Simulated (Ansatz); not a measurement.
## TiAl (model structure, started from the NaTl type, Fd-3m, No. 227, 4 atoms in the cell): properties by level of theory

| level (code) | equilibrium lattice constant a (Å) | enthalpy of formation (eV/atom) |
|---|---|---|
| PBE (Ansatz) | … | … |
| PBEsol (Ansatz) | 6.324 | -0.074 |
| PBE-D3(BJ) (Ansatz) | … | -0.075 |

Complete the blanks.


- PBE (Ansatz, a quantum-chemistry and plane-wave program), equilibrium lattice constant a (Å): 6.388
- PBE (Ansatz), enthalpy of formation (eV/atom): -0.063
- PBE-D3(BJ) (Ansatz), equilibrium lattice constant a (Å): 6.289

Ansatz's density-functional and Hartree–Fock values are scalar-relativistic unless marked +SOC, with PAW data made under PBE.

Computed values are for the static lattice.

A model structure was made by putting elements into a prototype or built by hand; it is no filed structure, need not be a known phase, and can be a saddle point held by its symmetry.
